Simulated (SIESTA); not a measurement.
SIESTA run on MgS (R3m, 2 atoms in the cell): self-consistent single point.

Method of the run: LDA PW92, numerical atomic orbitals DZP, PseudoDojo LDA standard norm-conserving potentials (rewritten from UPF to PSML) in SIESTA.

The change in words: lattice scaled by 0.98; kgrid.MonkhorstPack: 8 8 8 → 4 4 4. Reference geometry:
```xyz
2
Lattice="0.0000 2.8473 2.8473 2.8473 0.0000 2.8473 2.8473 2.8473 0.0000" Properties=species:S:1:pos:R:3 pbc="T T T"
Mg     0.0289     0.0289     0.0289
S      4.2709     4.2709     4.2709
```

Reference input (self-consistent single point, DFT, LDA PW92, numerical atomic orbitals DZP, PseudoDojo LDA standard norm-conserving potentials (rewritten from UPF to PSML)): XC.functional = LDA; XC.authors = PW92; potentials = PseudoDojo LDA standard; PAO.BasisSize = DZP; PAO.EnergyShift = 0.005 Ry; MeshCutoff = 350 Ry; kgrid.MonkhorstPack = 8 8 8; OccupationFunction = FD; ElectronicTemperature = 10 K; MaxSCFIterations = 150; SCF.Mixer.Method = Pulay; SCF.Mixer.Weight = 0.1. This run's input differs from it in these lines:

```diff
@@ -12,5 +12,5 @@
 %block LatticeVectors
-     0.000000000    2.847286000    2.847286000
-     2.847286000    0.000000000    2.847286000
-     2.847286000    2.847286000    0.000000000
+     0.000000000    2.790340000    2.790340000
+     2.790340000    0.000000000    2.790340000
+     2.790340000    2.790340000    0.000000000
 %endblock LatticeVectors
@@ -18,4 +18,4 @@
 %block AtomicCoordinatesAndAtomicSpecies
-     0.028865785    0.028865785    0.028865785  1
-     4.270929000    4.270929000    4.270929000  2
+     0.028288467    0.028288467    0.028288467  1
+     4.185510000    4.185510000    4.185510000  2
 %endblock AtomicCoordinatesAndAtomicSpecies
@@ -28,5 +28,5 @@
 %block kgrid.MonkhorstPack
-    8   0   0  0.0
-    0   8   0  0.0
-    0   0   8  0.0
+    4   0   0  0.0
+    0   4   0  0.0
+    0   0   4  0.0
 %endblock kgrid.MonkhorstPack
```

Output, abridged:

```
        iscf     Eharris(eV)        E_KS(eV)     FreeEng(eV)     dDmax    Ef(eV) dHmax(eV)
   scf:    1    -1911.855650    -1915.235919    -1915.235919  1.639810 -6.138681  4.501354
   scf:    2    -1915.577583    -1915.411720    -1915.411720  0.026780 -6.277261  3.868097
   scf:    3    -1915.847905    -1915.723616    -1915.723616  0.128336 -2.889507  1.009277
   scf:    4    -1915.718211    -1915.725298    -1915.725298  0.048349 -3.293247  0.334593
   scf:    5    -1915.732487    -1915.730320    -1915.730320  0.017329 -3.312521  0.012658
   scf:    6    -1915.730337    -1915.730331    -1915.730331  0.001035 -3.311981  0.003085
   scf:    7    -1915.730331    -1915.730331    -1915.730331  0.000053 -3.313072  0.000195
   scf:    8    -1915.730331    -1915.730331    -1915.730331  0.000026 -3.313092  0.000187
   scf:    9    -1915.730331    -1915.730331    -1915.730331  0.000017 -3.313047  0.000095
   scf:   10    -1915.730331    -1915.730331    -1915.730331  0.000008 -3.313095  0.000000
SCF Convergence by DM+H criterion
max |DM_out - DM_in|         :     0.0000076308
max |H_out - H_in|      (eV) :     0.0000004480
SCF cycle converged after 10 iterations

Using DM_out to compute the final energy and forces

siesta: E_KS(eV) =            -1915.7303

siesta: E_KS - E_eggbox =     -1915.7303

siesta: Atomic forces (eV/Ang):
     1   -0.180253   -0.180253   -0.180253
     2    0.179669    0.179669    0.179669
   Tot   -0.000584   -0.000584   -0.000584
   Max    0.180253
   Res    0.179961    sqrt( Sum f_i^2 / 3N )
   Max    0.180253    constrained

Stress tensor Voigt[x,y,z,yz,xz,xy] (kbar):      -32.75      -32.75      -32.75        8.42        8.42        8.42
(Free)E + p*V (eV/cell)    -1914.8421
Target enthalpy (eV/cell)    -1915.7303

siesta: Program's energy decomposition (eV):
siesta: FreeEng =     -1915.730331

   [... lines left out ...]
siesta:    -0.020441    0.005257    0.005257
siesta:     0.005257   -0.020441    0.005257
siesta:     0.005257    0.005257   -0.020441

siesta: Cell volume =         43.451159 Ang**3

siesta: Pressure (static):
siesta:                Solid            Molecule  Units
siesta:           0.00022263          0.00003511  Ry/Bohr**3
siesta:           0.02044115          0.00322324  eV/Ang**3
siesta:          32.75032588          5.16419333  kBar
```

The run converged in 10 iterations. Against the reference run the free energy rises by 19.5 meV/atom, the pressure goes from -0.80 to 3.28 GPa, the largest force goes from 0.270 to 0.312 eV/Å and the gap on the mesh goes from 3.084 to 3.390 eV.

The starting cell comes from a database of computed structures (which also holds hypothetical and non-ambient phases and stackings), without a prior relaxation at this level. Its lattice was rescaled by up to half a per cent. One atom was moved a little off its site on purpose. For this run, on top of that: lattice scaled by 0.98. Values carry the incompleteness of an atom-centred basis. With a pressure of about 3 GPa the cell is away from its equilibrium volume at this level.
